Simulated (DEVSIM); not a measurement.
Structure: abrupt GaAs p-n junction, at 300 K.

Layer 1 from the left is GaAs, thickness (μm) 1.00, Na (cm⁻³) 1.2e15, τn (s) 6.1e-8, τp (s) 6.1e-8. Layer 2 from the left is GaAs, thickness (μm) 150, Nd (cm⁻³) 1.8e14, τn (s) 6.1e-8, τp (s) 1.8e-9.

Left contact: ohmic. Right contact: ohmic. Voltage is applied to the left contact. Recombination: SRH at mid-gap, radiative, Auger. Mobility is μmin + (μ − μmin)/(1 + (N/Nref)^α).

This is a model device: material constants are rounded textbook-type values typed into the input, and sizes, dopings and lifetimes were drawn at random. Values at 300 K.

GaAs: gap (eV) 1.424, affinity (eV) 4.07, permittivity 12.9, Nc (cm⁻³) 4.7e17, Nv (cm⁻³) 9e18, μn (cm²/Vs) 8500, μp (cm²/Vs) 400, μn,min 500, μp,min 20, Nref,n 6e16, Nref,p 1.5e17, αn 0.39, αp 0.38, B (cm³/s) 2e-10, Cn (cm⁶/s) 1e-30, Cp (cm⁶/s) 1e-30.

Task: Estimate by hand the built-in potential, the peak field at zero bias, the capacitance at -6 V, and compare with a numerical solution.

Result: 
- Built-in potential: ni = √(Nc Nv) exp(−Eg/2kT) = 2250000 cm⁻³ with Eg = 1.424 eV; Vbi = kT/q ln(Na Nd/ni²) = 0.990 V; numerical 0.990 V.
- Peak field at zero bias: depletion approximation: W = √(2εVbi/(qN)) = 3.00 μm with N = 1.57e14 cm⁻³; field = 2Vbi/W = 6590 V/cm; numerical 6420 V/cm (estimate above by 2.7 %).
- Capacitance at -6 V: C = √(qεN / 2(Vbi + |V|)) = 1.43 nF/cm²; numerical 1.45 nF/cm² (estimate below by 1.4 %).

DEVSIM, 1D drift-diffusion, Boltzmann statistics, complete ionisation; no tunnelling, impact ionisation, image-force lowering or self-heating.
